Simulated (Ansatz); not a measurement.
Levels about the gap of amorphous Zr₂₀O₄₁Mg (62 atoms in a cell of 794 Å³, 5.24 g/cm³; zone centre alone, so wide bands show as single levels with stretches between that a denser mesh fills), at the geometry that PBE relaxed, where it gives -2.4 GPa on a denser mesh. The participation number counts the atoms over which a state spreads; weights are charges in smoothed Voronoi cells. The levels come from a single point, so bond lengths are those of that geometry. Method of the levels: r2SCAN, scalar-relativistic without spin-orbit coupling (Ansatz, a first-principles code). Sampling: the zone centre alone; Fermi-Dirac width 0.02 eV; no spin polarisation. At PBE the levels at the filled edge of the gap are localised (band-tail or defect states), and the nearest spread-out levels lie 3.9 eV apart at the zone centre.

A CHGNet melt-quench gave the starting glass, which DFT then relaxed. O atoms were pushed apart under 1.9 Å during the dynamics, to hinder bonds among them. The hot cell started wider than the set density and was brought back towards it in steps. It is the lowest in DFT energy of 2 quenches. It is a model cell: composition and starting density were chosen by hand, and all elements were melted together. No dispersion term was used. Its density started from a set value of 5.24 and ended at 5.24 g/cm³. The simulated quench (nominally 300 K/ps over its main leg) is rapid and tends to freeze in more defects than a deposited or slowly cooled glass has. Values belong to this one cell and scatter from quench to quench. The volume was held where the preparation left it and the shape relaxed, at a PBE pressure of -2.4 GPa (tension). Stress components on the final sampling reach 2.9 GPa. Cycles of charging lowered its energy after that relaxation.

```csv
"E - E(highest filled), eV",filling,participation number,largest on,weight O,weight Zr,weight Mg
-0.47,filled,27.6,"O, 3 neighbours",0.95,0.05,0.00
-0.45,filled,18.2,"O, 3 neighbours",0.95,0.05,0.00
-0.35,filled,12.0,"O, 3 neighbours",0.95,0.05,0.00
-0.32,filled,12.7,"O, 3 neighbours",0.95,0.05,0.00
-0.27,filled,10.4,"O, 3 neighbours",0.95,0.05,0.00
-0.19,filled,8.5,"O, 3 neighbours",0.95,0.05,0.01
0.00,filled,5.1,"O, 3 neighbours",0.95,0.05,0.00
4.01,empty,23.1,"Zr, 7 neighbours",0.32,0.68,0.00
4.10,empty,21.4,"Zr, 6 neighbours",0.32,0.67,0.00
4.12,empty,22.5,"Zr, 5 neighbours",0.36,0.63,0.01
4.21,empty,15.7,"Zr, 7 neighbours",0.31,0.69,0.00
4.23,empty,23.3,"Zr, 7 neighbours",0.33,0.66,0.00
4.30,empty,26.3,"Zr, 7 neighbours",0.34,0.66,0.00
4.35,empty,24.9,"Zr, 6 neighbours",0.34,0.66,0.00
```

Most localised among these is the filled level at +0.00 eV, on a O atom, which has 3 neighbours (Zr 2.11 Å, Zr 2.15 Å, Zr 2.21 Å).
